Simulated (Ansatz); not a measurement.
Tunnelling through a barrier is set by its complex band structure: the current falls as exp(−2κd) with the smallest κ.

Here is the system:

```
CELL_PARAMETERS angstrom
      4.00568     0.00000     0.00000
      0.00000     5.66489     0.00000
      2.00284    -2.83244     2.00284
ATOMIC_POSITIONS crystal
  Zn 0.00000 0.00000 0.00000
  Se 0.50000 0.75000 0.00000
```

The cell is taken as given.

Transport runs along the normal of the first two printed cell vectors, the (110) plane of the conventional cell.

The gap is the functional's own. No spin-orbit coupling. Mid-gap values are those at the computed energy nearest the middle.

**Question.** Compute, with r2SCAN (Ansatz, an electronic-structure program), the band gap and the smallest decay constant κ at mid-gap.

**Answer.** Gap 1.87 eV on a 14×14×14 mesh; κ = 0.119 1/Å, at the zone centre.
